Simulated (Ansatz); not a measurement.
Consider WS$_{2}$ in the 2H-MoS2 type structure (space group P6_3/mmc, No. 194; layered, stacked along the Cartesian z axis).

```yaml
crystal:
  lattice:
    - [3.11481, 0.00000, 0.00000]
    - [-1.55740, 2.69750, 0.00000]
    - [0.00000, 0.00000, 11.77307]
  atoms:
    - { symbol: W, position: [0.33333, 0.66667, 0.25000] }
    - { symbol: W, position: [0.66667, 0.33333, 0.75000] }
    - { symbol: S, position: [0.33333, 0.66667, 0.61646] }
    - { symbol: S, position: [0.66667, 0.33333, 0.11646] }
    - { symbol: S, position: [0.66667, 0.33333, 0.38354] }
    - { symbol: S, position: [0.33333, 0.66667, 0.88354] }
```

All numbers come from PBEsol-D3(BJ), PAW, 420 eV (Ansatz, an electronic-structure program; without spin-orbit coupling).

Now apply this change: Mo takes the place of W on all its sites, then cell and atoms are relaxed.

Measured band gap: WS2 1.35 eV (room temperature; as listed in Carlos M. O. Bastos et al., Physical Review Materials (2019)); MoS2 1.23 eV (room temperature; as listed in Carlos M. O. Bastos et al., Physical Review Materials (2019)).

Measured lattice parameter a: WS2 3.153 Å (room temperature; as listed in arXiv:1605.07067); MoS2 3.16 Å (room temperature; as listed in arXiv:1605.07067).

Q: How well does PBEsol-D3(BJ) reproduce the measured shift?

A: With PBEsol-D3(BJ) the band gap moves by -0.13 eV (0.65 → 0.52) against -0.12 eV measured; the lattice parameter a moves by -0.006 Å (3.115 → 3.109) against +0.007 Å measured, the wrong sign.

Spin-orbit coupling, missing from the scalar runs, can matter with W. Stability against distortions was not tested.
